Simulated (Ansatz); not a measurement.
Band structure of LaIn₅Rh (P4/mmm, 7 atoms in the cell).

```yaml
crystal:
  lattice:
    - [4.64255, 0.00000, 0.00000]
    - [0.00000, 4.64255, 0.00000]
    - [0.00000, 0.00000, 7.53034]
  atoms:
    - { symbol: La, position: [0.00000, 0.00000, 0.00000] }
    - { symbol: In, position: [0.50000, 0.50000, 0.00000] }
    - { symbol: In, position: [0.50000, 0.00000, 0.69223] }
    - { symbol: In, position: [0.50000, 0.00000, 0.30777] }
    - { symbol: In, position: [0.00000, 0.50000, 0.69223] }
    - { symbol: In, position: [0.00000, 0.50000, 0.30777] }
    - { symbol: Rh, position: [0.00000, 0.00000, 0.50000] }
```

Computed with PBEsol, PAW files made with PBE (plane waves; Ansatz, a program for electronic structure).

Settings: kpoints.mp_grid.grid = 5 5 3; hamiltonian.xc = pbesol; hamiltonian.pseudopotentials = {kind: paw} (the program's default PAW files); scf.occupations.method = fermi_dirac; scf.occupations.width = 0.0037 Ry; kpoints.band_path.npoints = 8.

The starting cell comes from a database of computed structures (which also holds hypothetical and non-ambient phases and stackings), without a prior relaxation at this level. Its lattice was rescaled by a random factor within 2.5 % of one. Spin polarisation is off.

Levels in eV from the Fermi level, bands 43 to 50:
| point | 43 | 44 | 45 | 46 | 47 | 48 | 49 | 50 |
|---|---|---|---|---|---|---|---|---|
| Γ | -1.49 | -1.49 | -0.93 | 0.69 | 0.69 | 1.16 | 1.36 | 1.36 |
| X | -2.02 | -1.76 | -0.99 | 0.59 | 0.79 | 1.30 | 1.62 | 1.80 |
| M | -1.89 | -1.44 | -1.44 | -1.32 | -1.30 | -1.30 | 0.19 | 2.03 |
| Z | -1.74 | -1.74 | -1.21 | -0.09 | 0.36 | 0.36 | 2.04 | 2.04 |
| R | -1.78 | -1.42 | -1.12 | -0.40 | -0.05 | 0.24 | 1.26 | 1.70 |
| A | -1.88 | -1.55 | -1.55 | -1.24 | -0.94 | -0.94 | 0.68 | 1.72 |

Bands cross the Fermi level along this path, so the cell is metallic at this level.

Keys are those of Ansatz 0.2.
